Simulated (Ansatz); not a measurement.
A user runs Ansatz (a first-principles code) on ZrN (Fm-3m, 2 atoms in the cell) and asks whether the run is sound. The aim is a self-consistent single point with DFT, PBE, plane waves, default PAW files.

The input file:

Ansatz 0.2 input:
```yaml
# ZrN
crystal:
  lattice:
    - [0.000000, 2.246085, 2.246085]
    - [2.246085, 0.000000, 2.246085]
    - [2.246085, 2.246085, 0.000000]
  atoms:
    - { symbol: Zr, position: [0.500000, 0.500000, 0.500000] }
    - { symbol: N, position: [0.000000, 0.000000, 0.000000] }
basis:
  ecutwfc: 50
kpoints:
  mp_grid:
    grid: [10, 10, 10]
hamiltonian:
  xc: pbe
  pseudopotentials:
    kind: paw
scf:
  occupations:
    method: methfessel_paxton
    width: 0.1 eV
output:
  forces: true
  eigenvalues: true
  stress: true
```

The program printed (abridged):

```
WARN basis.ecutwfc = 50 eV is below the records' recommended cutoff, and the density's cutoff is lower with it unless basis.ecutrho_ratio is high enough to …
WARN ansatz: RAYON_NUM_THREADS=1 ignored (pool sized by the plan → 1); use --threads N
Pseudopotentials: kind: paw
Pseudopotential: Zr, paw, valence charge 12
Pseudopotential: N, paw, valence charge 5
Crystal: 2 atoms, lattice volume = 22.663 Å³
Basis set: ecut = 50 eV, 15 PW (Γ), exchange–correlation on 16×16×16 points (8 copies of the dense FFT grid, shifted against one another)
Bands: 13, of which v1, the nominal top of the filled ones, is band 9 counted from 1 (8 counted from 0)
Symmetry: 48 space group operations
Space group: Fm-3m (ITA 225), of the structure as read, at distance tolerance 2.8e-5 Å
k-points: 47 of 1000
Initial density: superposition of atomic densities (neutral atoms: chi_scale 0, normalization atom), corrected by the library's trained network
Initial wavefunctions: pseudopotential atomic-orbital guess
Eigensolver: davidson
Functional: x = pbe(κ = 0.804, μ = 0.2195149727645171), c = pbe(β = 0.06672455060314922)
SCF iter   1: F=—  HF=-4434.922495 eV  |F-HF|=—  |Δ(HF+E_count)|=         —  Δρ=6.40e-1  dr2=8.20e1  ethr=1.77e-3  ⟨swp⟩=1.0  Hψ=844  notcnv=0
all-band conjugate gradients solve this SCF's bands
preconditioner: auto → none
SCF iter   2: F=—  HF=-4407.077733 eV  |F-HF|=—  |Δ(HF+E_count)|=    2.78e1  S|Δr|=    0.00e0  Δρ=4.30e-1  dr2=3.84e1  ethr=1.77e-3  ⟨swp⟩=1.0  Hψ=842  notcnv=0
   [... lines left out ...]
SCF iter   5: F=—  HF=-4379.261332 eV  |F-HF|=—  |Δ(HF+E_count)|=   3.69e-4  S|Δr|=    0.00e0  Δρ=2.33e-4  dr2=1.19e-5  ethr=8.21e-6  ⟨swp⟩=1.6  Hψ=650  notcnv=0
SCF iter   6: F=—  HF=-4379.256140 eV  |F-HF|=—  |Δ(HF+E_count)|=   5.19e-3  S|Δr|=    0.00e0  Δρ=2.86e-5  dr2=1.34e-7  ethr=7.02e-8  ⟨swp⟩=2.0  Hψ=724  notcnv=0
SCF iter   7: F=-4379.256140 eV  HF=-4379.256140 eV  |F-HF|=1.26e-9  |Δ(HF+E_count)|=   3.70e-8  S|Δr|=    0.00e0  Δρ=3.04e-6  dr2=2.11e-9  ethr=5.88e-10  ⟨swp⟩=2.9  Hψ=1523  notcnv=0
SCF 1 converged in 7 iterations: F = -4379.256140 eV  dr2 = 2.11e-9
Stability not checked (fill_not_monotonic)
Free energy (F): -4379.256140 eV
Internal energy: -4379.255833 eV  (E = F + TS)
E sigma→0 (E₀):  -4379.256064 eV
Entropy (-TS):   -0.000307 eV (-0.154 meV/atom)
Fermi energy:    26.790646 eV
--- Forces (eV/Å), atoms counted from 1 ---
  atom   1  Zr     0.00000000    -0.00000000    -0.00000000
  atom   2  N     -0.00000000     0.00000000     0.00000000
--- Stress (GPa, compression-positive) ---
    -1306.990413      -0.000000       0.000000
        0.000000   -1306.990413      -0.000000
        0.000000      -0.000000   -1306.990413
  P = ⅓ Tr σ = -1306.9904 GPa (-13069.904 kbar)
  The stress holds no Pulay correction (an occupied level lies too near the plane-wave cutoff): it is that at fixed plane waves, as pw.x and ABINIT print it
```

Q: Is anything amiss in this input, and did it matter?

A: The run is not sound. The fault is this: a cutoff meant in Ry typed as a bare number, read as eV. A bare number is read in the key's own unit, and eV, Ry (13.6 eV) and Ha (27.2 eV) lie far apart, so the setting ends up far from the one that was meant. To fix it, convert the value to the unit that the key expects. The run converged in 7 iterations without an error; against the sound input the free energy goes up by 96.0 eV/atom and the pressure goes from 19.52 to -1307 GPa.

An input that runs soundly differs in these lines (not the only fix; some lines may just follow from the change or write a value another way):
```diff
-  ecutwfc: 50
+  ecutwfc: 420.0 eV
```

With that input, the run converged in 5 iterations: free energy E − TS (on the zero of these files) -4571.2155 eV; Fermi level (on the code's own zero) 18.90 eV; pressure 19.52 GPa (DFT, PBE, plane waves, default PAW files).

On the sound input: the starting cell comes from a database of computed structures (which also holds hypothetical and non-ambient phases and stackings), without a prior relaxation at this level. Its lattice was rescaled by a random factor within 2.5 % of one. With a pressure of about 20 GPa the cell is away from its equilibrium volume at this level. Ansatz's pressure includes its estimate of the finite-basis (Pulay) stress.
